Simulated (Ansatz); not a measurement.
# Harmonic thermodynamics of rock salt KCl

Per mole of formula units at the relaxed static volume; finite displacements on a 6×6×6 mesh, LDA density-functional theory in Ansatz (plane waves, PAW), k mesh 6×6×6; sums on an interpolated 12×12×12 mesh.  Zero-point energy 4.55 kJ/mol.

```tsv
T (K)	F_vib (kJ/mol)	S (J/mol/K)	C_V (J/mol/K)
100	3.41	30.0	37.6
150	1.48	46.6	43.8
200	-1.19	59.5	46.3
250	-4.43	70.0	47.5
300	-8.16	78.7	48.2
400	[?]	[?]	[?]
600	-37.44	112.7	49.5
800	-61.47	126.9	49.6
1000	-88.01	138.0	49.7
```

### Question
Fill in the missing entries.

### Answer

- 400, F_vib (kJ/mol): -16.76
- 400, S (J/mol/K): 92.7
- 400, C_V (J/mol/K): 48.9

No phase change or melting is allowed for: the numbers belong to this structure as given.

Ansatz is a program for electronic structure.
